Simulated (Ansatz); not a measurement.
**Input and output of a self-consistent single point for the (001) slab of Ti2O (cut from a parent of space group no. 164; 6 atoms in the cell) (Ansatz, an electronic-structure program)**

Method of the run: LDA (PW92), default PAW files made with PBE (plane waves; Ansatz).

This input was run:

Ansatz 0.2 input:
```yaml
# Ti2O
crystal:
  lattice:
    - [2.945218, 0.000000, 0.000000]
    - [-1.472609, 2.550633, 0.000000]
    - [0.000000, 0.000000, 21.403596]
  atoms:
    - { symbol: Ti, position: [0.333333, 0.666667, 0.327048] }
    - { symbol: Ti, position: [0.666667, 0.333333, 0.448326] }
    - { symbol: O, position: [0.000000, 0.000000, 0.387687] }
    - { symbol: Ti, position: [0.333333, 0.666667, 0.551678] }
    - { symbol: Ti, position: [0.666667, 0.333333, 0.672952] }
    - { symbol: O, position: [0.000000, 0.000000, 0.612317] }
basis:
  ecutwfc: 420.0 eV
kpoints:
  mp_grid:
    grid: [12, 12, 1]
hamiltonian:
  xc: lda
  pseudopotentials:
    kind: paw
scf:
  occupations:
    method: fermi_dirac
    width: 0.1 eV
output:
  forces: true
  eigenvalues: true
  stress: true
```

Output, abridged:

```
WARN the atoms were moved onto the symmetric positions of the space group found under crystal.symmetry.tolerance 1.0e-5 (fractional …
WARN ansatz: RAYON_NUM_THREADS=1 ignored (pool sized by the plan → 1); use --threads N
Pseudopotentials: kind: paw
Pseudopotential: Ti, paw, valence charge 12
Pseudopotential: O, paw, valence charge 6
Crystal: 6 atoms, lattice volume = 160.787 Å³
Basis set: ecut = 420 eV, 3107 PW (Γ)
Bands: 36, of which v1, the nominal top of the filled ones, is band 30 counted from 1 (29 counted from 0)
Symmetry: 12 space group operations
Space group: P-3m1 (ITA 164), of the structure as read, at distance tolerance 5.4e-5 Å
k-points: 19 of 144
PAW frozen core: Ti, regenerated for the run's functional, and the local potential with it
PAW frozen core: O, regenerated for the run's functional, and the local potential with it
Initial density: superposition of atomic densities (neutral atoms: chi_scale 0, normalization atom), corrected by the library's trained network
Initial wavefunctions: pseudopotential atomic-orbital guess
Eigensolver: davidson
Functional: x = slater, c = lda
SCF iter   1: F=—  HF=-10915.485154 eV  |F-HF|=—  |Δ(HF+E_count)|=         —  Δρ=1.10e-2  dr2=2.44e0  ethr=1.77e-3  ⟨swp⟩=6.7  Hψ=3091  notcnv=0
all-band conjugate gradients solve this SCF's bands
preconditioner: auto → LDOS
SCF iter   2: F=—  HF=-10915.408795 eV  |F-HF|=—  |Δ(HF+E_count)|=   7.64e-2  Δρ=5.60e-3  dr2=1.39e-1  ethr=1.77e-3  ⟨swp⟩=2.5  Hψ=1016  notcnv=0
SCF iter   3: F=—  HF=-10915.397857 eV  |F-HF|=—  |Δ(HF+E_count)|=   1.09e-2  Δρ=1.68e-3  dr2=5.88e-3  ethr=2.32e-4  ⟨swp⟩=2.8  Hψ=1359  notcnv=0
SCF iter   4: F=—  HF=-10915.396858 eV  |F-HF|=—  |Δ(HF+E_count)|=   9.99e-4  Δρ=5.17e-4  dr2=3.79e-4  ethr=9.80e-6  ⟨swp⟩=2.7  Hψ=1192  notcnv=0
SCF iter   5: F=—  HF=-10915.397068 eV  |F-HF|=—  |Δ(HF+E_count)|=   2.10e-4  Δρ=2.34e-4  dr2=8.10e-5  ethr=6.32e-7  ⟨swp⟩=2.9  Hψ=1262  notcnv=0
SCF iter   6: F=—  HF=-10915.397072 eV  |F-HF|=—  |Δ(HF+E_count)|=   3.92e-6  Δρ=7.21e-5  dr2=9.29e-6  ethr=1.35e-7  ⟨swp⟩=2.4  Hψ=1120  notcnv=0
SCF iter   7: F=—  HF=-10915.397075 eV  |F-HF|=—  |Δ(HF+E_count)|=   2.88e-6  Δρ=2.76e-5  dr2=1.05e-6  ethr=1.55e-8  ⟨swp⟩=3.2  Hψ=1293  notcnv=0
SCF iter   8: F=—  HF=-10915.397075 eV  |F-HF|=—  |Δ(HF+E_count)|=   2.39e-8  Δρ=7.65e-6  dr2=1.00e-7  ethr=1.75e-9  ⟨swp⟩=3.3  Hψ=1355  notcnv=0
SCF iter   9: F=-10915.397075 eV  HF=-10915.397075 eV  |F-HF|=8.77e-10  |Δ(HF+E_count)|=   3.76e-8  Δρ=3.21e-6  dr2=1.54e-8  ethr=1.67e-10  ⟨swp⟩=9.4  Hψ=2721  notcnv=0
SCF 1 converged in 9 iterations: F = -10915.397075 eV  dr2 = 1.54e-8
SCF converged after 9 iterations
Free energy (F): -10915.397075 eV
Harris-Foulkes:  -10915.397075 eV  (|F-HF|=8.77e-10)
Internal energy: -10915.157140 eV  (E = F + TS)
E sigma→0 (E₀):  -10915.277107 eV
Entropy (-TS):   -0.239935 eV (-39.989 meV/atom)
Fermi energy:    4.253715 eV
--- Per-component energies (eV) ---
  E_band       = -1170.303742
  E_kinetic    = 1438.531519
  E_local      = -52644.253108  (includes V_loc(G=0)·N_el)
  E_nonlocal   = 148.148545
  E_hartree    = 25659.635856
  E_xc         = -531.368110
  E_vxc        = -672.724829  (∫ρ·V_xc dr)
  E_paw        = -4289.955997  (= ΣΔE_a)
  E_vpaw       = -759.293820  (= ΣTr[D̂ρ^β])
  E_aug_tail   = 0.005281  (compensation charges beyond the density's cutoff)
  E_ewald      = 19302.601230
  E_core_change = 1.497644  (= ΣΔE_core)
  E_smearing   = -0.239935  (= −TS)
  E_closure    = -0.000000  (closes the sum)
  Σ components = -10915.397075   (vs F -10915.397075, Δ=0.00e0)
--- Forces (eV/Å), atoms counted from 1 ---
  atom   1  Ti     0.00000000     0.00000000     0.84026712
  atom   2  Ti    -0.00000000     0.00000000    -0.89193180
  atom   3  O      0.00000000    -0.00000000     0.15939998
  atom   4  Ti     0.00000000    -0.00000000     0.89193180
  atom   5  Ti    -0.00000000     0.00000000    -0.84026712
  atom   6  O     -0.00000000     0.00000000    -0.15939998
  max |Σ_I F_I| component: 1.67e-16 eV/Å
--- Stress (GPa, compression-positive) ---
       -6.376276       0.000000      -0.000000
        0.000000      -6.376276      -0.000000
       -0.000000       0.000000      -4.998096
  P = ⅓ Tr σ = -5.9169 GPa (-59.169 kbar)
  The stress holds the Pulay correction. Without it, at fixed plane waves, as pw.x and ABINIT print it: P = -6.1346 GPa
--- Band table (eV; the first three rows and the last of 19) ---
  k-point 0: bands = ["-52.4722", "-52.4716", "-52.2669", "-52.1690", "-29.3434", "-29.2850", "-28.9884", "-28.7193", "-28.7193", "-28.7191", "-28.7191", "-28.6132", "-28.5747", "-28.5747", "-28.5017", "-28.5017", "-16.4682", "-16.4366", "-3.6503", [...]
  k-point 1: bands = ["-52.4669", "-52.4665", "-52.2603", "-52.1654", "-29.3302", "-29.2777", "-28.9838", "-28.7572", "-28.7534", "-28.7273", "-28.7270", "-28.6555", "-28.5843", "-28.5654", "-28.5362", "-28.5072", "-16.4340", "-16.4069", "-3.5519", [...]
  k-point 2: bands = ["-52.4526", "-52.4523", "-52.2420", "-52.1556", "-29.2947", "-29.2586", "-28.9762", "-28.8566", "-28.8433", "-28.7493", "-28.7489", "-28.7486", "-28.6319", "-28.6100", "-28.5587", "-28.5227", "-16.3431", "-16.3267", "-3.3026", [...]
  k-point 18: bands = ["-52.3838", "-52.3838", "-52.1310", "-52.1310", "-29.1383", "-29.1360", "-29.1360", "-29.1218", "-29.0692", "-29.0692", "-28.9777", "-28.9346", "-28.9346", "-28.8372", "-28.6403", "-28.6403", "-15.9508", "-15.9455", "-3.2746", [...]
```

The run converged in 9 iterations.

The starting cell comes from a database of computed structures (which also holds hypothetical and non-ambient phases and stackings), without a prior relaxation at this level. The slab is cut from that crystal, and its faces are unrelaxed. Its lattice was rescaled by up to half a per cent. Spin polarisation is off, so a magnetic state, if there is one, cannot be reached.
